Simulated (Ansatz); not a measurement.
Take PtSe2 in the CdI2 type structure (space group P-3m1, No. 164; layered) as the base.

PtSe2 is modelled in the trigonal space group P-3m1 (No. 164), the CdI2 type structure, Pearson symbol hP3. Cell: a = b = 3.772 Å, c = 4.818 Å, α = β = 90.00°, γ = 120.00°. Pt on 1a sees 6 Se at 2.526 Å (octahedral). Se on 2d is coordinated by 3 Pt at 2.526 Å (trigonal pyramidal). (Neighbours: up to the widest gap in distance over summed covalent radii, below 1.35, at either atom; cation-cation and far metal-metal contacts left out.)

Level of theory: PBE-D3(BJ), PAW, 420 eV (Ansatz, a first-principles code; without spin-orbit coupling).

One change was made to it. Results:

| quantity | base | after |
|---|---|---|
| lattice parameter a | 3.772 Å | 3.632 Å |
| band gap | zero | zero |
| c/a ratio | 1.277 | 1.149 |

Problem. What was done to the base?
(A) pressure −2 GPa
(B) pressure 30 GPa
(C) pressure 3 GPa

Solution. B, pressure 30 GPa. For comparison, the lattice parameter a in the other runs: pressure 3 GPa gives 3.754 Å; pressure −2 GPa gives 3.782 Å.

Load acts through the strain it causes; cell and atoms are relaxed under it. Whether these cells are dynamically stable was not tested. No other phases were tried under pressure. The final runs are not spin-polarised. The zero or small gap of PtSe2 can change with the level of theory.
